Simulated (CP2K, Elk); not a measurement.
A CP2K input for a self-consistent single point of LaSbTe (P4/nmm, 6 atoms in the cell) (DFT PBEsol, GPW, DZVP-MOLOPT-SR-GTH basis, GTH-PBE potentials (GTH_POTENTIALS)):

```
&GLOBAL
  PROJECT calc
  RUN_TYPE ENERGY_FORCE
  PRINT_LEVEL LOW
&END GLOBAL
&FORCE_EVAL
  METHOD Quickstep
  STRESS_TENSOR ANALYTICAL
  &DFT
    BASIS_SET_FILE_NAME BASIS_MOLOPT
    BASIS_SET_FILE_NAME BASIS_MOLOPT_UCL
    POTENTIAL_FILE_NAME GTH_POTENTIALS
    &QS
      METHOD GPW
      EPS_DEFAULT 1E-10
    &END QS
    &MGRID
      CUTOFF 500
      REL_CUTOFF 60
      NGRIDS 5
    &END MGRID
    &SCF
      SCF_GUESS ATOMIC
      EPS_SCF 1E-7
      MAX_SCF 100
      ADDED_MOS 8
      &DIAGONALIZATION
        ALGORITHM STANDARD
      &END DIAGONALIZATION
      &MIXING
        METHOD BROYDEN_MIXING
        ALPHA 0.2
        NBUFFER 8
      &END MIXING
      &SMEAR ON
        METHOD FERMI_DIRAC
        ELECTRONIC_TEMPERATURE [K] 1160.45
      &END SMEAR
    &END SCF
    &KPOINTS
      SCHEME MONKHORST-PACK 5 5 3
    &END KPOINTS
    &XC
      &XC_FUNCTIONAL
        &PBE
          PARAMETRIZATION PBESOL
        &END PBE
      &END XC_FUNCTIONAL
    &END XC
    &PRINT
      &MO
        EIGENVALUES T
        OCCUPATION_NUMBERS T
        NDIGITS 8
        FILENAME mo
        &EACH
          QS_SCF 0
        &END EACH
        ADD_LAST NUMERIC
      &END MO
      &MULLIKEN OFF
      &END MULLIKEN
    &END PRINT
  &END DFT
  &SUBSYS
    &CELL
      A 4.45396900 0.00000000 0.00000000
      B 0.00000000 4.45396900 0.00000000
      C 0.00000000 0.00000000 9.83738000
      PERIODIC XYZ
    &END CELL
    &COORD
      SCALED
      La       0.00000000     0.50000000     0.72232000
      La       0.50000000     0.00000000     0.27768000
      Sb       0.00000000     0.00000000     0.00000000
      Sb       0.50000000     0.50000000     0.00000000
      Te       0.00000000     0.50000000     0.37253000
      Te       0.50000000     0.00000000     0.62747000
    &END COORD
    &KIND La
      BASIS_SET DZVP-MOLOPT-SR-GTH-q11
      POTENTIAL GTH-PBE-q11
    &END KIND
    &KIND Sb
      BASIS_SET DZVP-MOLOPT-SR-GTH-q5
      POTENTIAL GTH-PBE-q5
    &END KIND
    &KIND Te
      BASIS_SET DZVP-MOLOPT-SR-GTH-q6
      POTENTIAL GTH-PBE-q6
    &END KIND
  &END SUBSYS
  &PRINT
    &FORCES ON
    &END FORCES
    &STRESS_TENSOR ON
    &END STRESS_TENSOR
  &END PRINT
&END FORCE_EVAL
```

Q: Give the Elk input for the same structure, mesh, smearing and functional.

A: One input that does it (others would too):

```
tasks
  0

xctype
  22

tforce
  .true.

rgkmax
  7.5

gmaxvr
  18.0

lmaxapw
  10

lmaxo
  8

nxlo
  2

lorbcnd
  .true.

lradstp
  2

nrmtscf
  2.0

lmaxi
  4

swidth
  0.00367493

maxscl
  100

avec
    8.4167815776    0.0000000000    0.0000000000
    0.0000000000    8.4167815776    0.0000000000
    0.0000000000    0.0000000000   18.5899539839

sppath
  'species/'

atoms
  3
  'La.in'
  2
  0.0000000000  0.5000000000  0.7223200000    0.0 0.0 0.0
  0.5000000000  0.0000000000  0.2776800000    0.0 0.0 0.0
  'Sb.in'
  2
  0.0000000000  0.0000000000  0.0000000000    0.0 0.0 0.0
  0.5000000000  0.5000000000  0.0000000000    0.0 0.0 0.0
  'Te.in'
  2
  0.0000000000  0.5000000000  0.3725300000    0.0 0.0 0.0
  0.5000000000  0.0000000000  0.6274700000    0.0 0.0 0.0

ngridk
  5 5 3
```

Basis settings and potentials, where a program has them, do not carry over. This input uses DFT, PBEsol, all-electron FP-LAPW, Elk's shipped species files, APW+lo basis with extra local orbitals.

The starting cell comes from a database of computed structures (which also holds hypothetical and non-ambient phases and stackings), without a prior relaxation at this level. Its lattice was rescaled by a random factor within 2.5 % of one.
